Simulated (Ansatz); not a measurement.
# Response to strain in BaTiO3

Take BaTiO$_{3}$ in the cubic perovskite structure (space group Pm-3m, No. 221; a = 3.9944 Å) as the base. Axes: x, y, z lie along the cube axes.

Strains are applied to the cell and any free atomic positions relax; under biaxial strain the out-of-plane vector relaxes too; under stress the whole cell relaxes.

Calculations: r2SCAN (Ansatz, a quantum-chemistry and plane-wave program, PAW, without spin-orbit coupling), earlier PAW set.

Candidates:
(a) uniaxial strain ε_yy = −2.51 %
(b) biaxial strain −1.50 %, plane normal [001], relaxed out of plane
(c) uniaxial stress, 0.5 GPa tension along z

Notes on the quantities. energy relative to the base: free energy F.

### Question
Order them by energy relative to the base, highest first.

### Answer
(a) uniaxial strain ε_yy = −2.51 % (+8.6 meV/atom), (b) biaxial strain −1.50 %, plane normal [001], relaxed out of plane (+6.5 meV/atom), (c) uniaxial stress, 0.5 GPa tension along z (0.0 meV/atom)

Stability under load was not tested beyond the relaxation. The final runs are not spin-polarised. Many cubic perovskites are stable only at high temperature; tilts and polar distortions were not tested. This is not the structure that BaTiO3 has at room temperature and ambient pressure.
